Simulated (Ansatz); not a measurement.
# A computed series for BeS: response to strain

Consider BeS in the zinc blende structure (space group F-43m, No. 216; a = 4.869 Å).

Strains are applied to the cell and any free atomic positions relax.

Computed with Ansatz (a quantum-chemistry and plane-wave program), r2SCAN, PAW, cutoff 500 eV, without spin-orbit coupling.

```tsv
isotropic strain (%)	band gap (eV)
0	3.59
0.5	3.62
1	3.65
1.5	?
2	3.71
2.5	3.74
3	3.76
```

Task: Fit E_g = E₀ + Dε (ε in %) to the rows shown and predict the withheld row.

Result: Least squares on the printed values gives E₀ = 3.59 eV, D = 57.9 meV per % of strain (largest residual 0.01 eV); this predicts 3.68 eV, and the run gives 3.68 eV, in agreement.

Whether these cells are dynamically stable was not tested.
